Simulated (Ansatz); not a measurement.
# Sn: biaxial strain +3.00 %, plane normal [001], relaxed out of plane

Base system: Sn in the diamond structure (space group Fd-3m, No. 227; a = 6.4745 Å; relaxed with 0.1 eV smearing). Axes: x, y, z lie along the cube axes.

One thing is altered: biaxial strain +3.00 %, plane normal [001], relaxed out of plane (Cartesian); in-plane vectors clamped, the third vector and the atoms free.

The values are results of LDA (Ansatz, a program for electronic structure), without spin-orbit coupling, not measurements. k-mesh 16×16×16 (Γ-centred); smearing 0.1 eV (Fermi–Dirac).

| quantity | base | changed | shift |
|---|---|---|---|
| volume per atom | 33.93 Å³ | 34.86 Å³ | +0.93 Å³ |
| space group | Fd-3m (No. 227) | I4_1/amd (No. 141) | – |
| shortest interatomic distance | 2.804 Å | 2.831 Å | +0.0278 Å |
| energy relative to the base (free energy F) | 0 meV/atom | +12 meV/atom | +12 meV/atom |
| pressure (mean of the normal stresses, compression positive) | 0.0 GPa | -1.2 GPa | -1.2 GPa |
| band gap | zero | zero | – |
| out-of-plane strain | – | -3.15 % | – |
| ratio −ε⊥/ε∥ | – | 1.05 | – |
| mean in-plane stress (compression positive) | – | -1.8 GPa | – |

Final structure (turned so that z lies along the plane normal):

```yaml
crystal:
  lattice:
    - [4.71549, 0.00000, 0.00000]
    - [0.00000, 4.71549, 0.00000]
    - [2.35775, -2.35775, 3.13524]
  atoms:
    - { symbol: Sn, position: [0.00000, 0.00000, 0.00000] }
    - { symbol: Sn, position: [0.75000, 0.75000, 0.50000] }
```

Whether these cells are dynamically stable was not tested.
